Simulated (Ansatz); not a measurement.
Seebeck coefficient (μV/K, mean over directions) of p-type Si (Fd-3m) against carrier density, HSE06 with spin-orbit coupling, rigid bands in Ansatz (a program for electronic structure). Computed gap 1.12 eV; densities at which minority carriers matter at this gap, or further valleys turn the trend, are left out. Conductivity mass 0.36 mₑ (harmonic mean over directions), N_v = 2.0e19 cm⁻³ at 300 K.

```tsv
hole density	300 K	500 K	800 K
1e18 cm⁻³	506	578	641
3e18 cm⁻³	(withheld)	484	546
1e19 cm⁻³	312	381	(withheld)
3e19 cm⁻³	225	290	(withheld)
1e20 cm⁻³	139	194	249
3e20 cm⁻³	76	117	165
1e21 cm⁻³	35	58	89
```

Task: Complete the blanks.

Result: 
- 3e18 cm⁻³, 300 K: 412
- 1e19 cm⁻³, 800 K: 443
- 3e19 cm⁻³, 800 K: 349

Rigid bands with a gap fixed in temperature, one relaxation time for all states, no polarons or phonon drag, and whether or not such doping can be reached. Geometry: cell and atoms relaxed with PBEsol.
